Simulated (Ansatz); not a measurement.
The parent structure is GeS in the GeS type structure (space group Pnma, No. 62; a = 10.661 Å, b = 3.681 Å, c = 4.356 Å; layered, stacked along the Cartesian x axis).

The values are results of PBE-D3(BJ), PAW, 420 eV (Ansatz, a quantum-chemistry and plane-wave program; no spin-orbit coupling), not measurements.

For the base:

```
Item               Result
---------------  --------
Volume per atom  21.37 Å³
```

The change: a negative pressure, −2 GPa.

Question: What does the calculation give for the valence-band top at Γ after the change?

Answer: The valence-band top at Γ (three highest levels, from the VBM) amounts to 0.00, -0.72, -0.83 eV.

Question: What happens to the volume per atom?

Answer: The volume per atom rises by 1.027 Å³ to 22.39 Å³.

Question: Predict the new hole mass.

Answer: The hole mass amounts to 0.95 mₑ along a, 2.9 mₑ along b, 2.3 mₑ along c (at Γ).

The levels and masses belong to the bands next to the band gap. Load acts through the strain it causes; cell and atoms are relaxed under it. Effective masses come from finite differences of ±0.01 Å⁻¹. No phonon test of stability was made. The D3 term's C6 switches between coordination references near this geometry, which can add small steps to energies.
